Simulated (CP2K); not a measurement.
Band structure of LaH3 (I4/mmm, 4 atoms in the cell).

```yaml
crystal:
  lattice:
    - [4.08751, 0.00000, 0.00000]
    - [0.57165, 4.04734, 0.00000]
    - [-2.32958, -2.02367, 2.68059]
  atoms:
    - { symbol: La, position: [0.00000, 0.00000, 0.00000] }
    - { symbol: H, position: [0.75000, 0.25000, 0.50000] }
    - { symbol: H, position: [0.25000, 0.75000, 0.50000] }
    - { symbol: H, position: [0.50000, 0.50000, 0.00000] }
```

Level of theory: PBEsol, GPW, DZVP-MOLOPT-SR-GTH basis, GTH-PBE potentials (GTH_POTENTIALS) run with CP2K.

Settings: CUTOFF = 500 Ry; REL_CUTOFF = 50 Ry; SMEAR/METHOD = FERMI_DIRAC; ELECTRONIC_TEMPERATURE = 580.23 K; KPOINTS/SCHEME = MONKHORST-PACK 6 6 6; GAMMA_CENTERED = T; XC_FUNCTIONAL = PBE:PBESOL; La/BASIS_SET = DZVP-MOLOPT-SR-GTH; La/POTENTIAL = GTH-PBE-q11; H/BASIS_SET = DZVP-MOLOPT-SR-GTH; H/POTENTIAL = GTH-PBE-q1; METHOD = GPW; EPS_DEFAULT = 1e-10; EXTRAPOLATION = USE_GUESS.

The starting cell comes from a database of computed structures (which also holds hypothetical and non-ambient phases and stackings), without a prior relaxation at this level. Its lattice was rescaled by a random factor within 2.5 % of one. Values carry the incompleteness of an atom-centred basis. The potentials were made for another functional than the one used.

Levels in eV from the Fermi level, bands 4 to 9:
| point | 4 | 5 | 6 | 7 | 8 | 9 |
|---|---|---|---|---|---|---|
| Γ | -16.19 | -7.54 | -1.77 | 0.11 | 0.13 | 1.16 |
| X | -16.50 | -5.17 | -4.99 | -2.39 | 3.45 | 4.01 |
| Y | -16.69 | -4.56 | -4.26 | -2.98 | 1.94 | 4.00 |
| S | -16.30 | -3.95 | -3.85 | -3.83 | 2.30 | 3.17 |
| Z | -16.40 | -4.94 | -4.46 | -3.08 | 4.15 | 4.15 |
| S1 | -16.30 | -3.95 | -3.85 | -3.83 | 2.30 | 3.17 |
| N | -16.22 | -5.45 | -3.52 | -1.09 | 0.07 | 1.18 |
| P | -16.51 | -4.66 | -3.96 | -3.96 | 1.04 | 4.28 |
| Y1 | -16.69 | -4.56 | -4.26 | -2.98 | 1.94 | 4.00 |

Bands cross the Fermi level along this path, so the cell is metallic at this level.

Higher empty bands are left out: an atom-centred basis made for the valence describes them poorly.
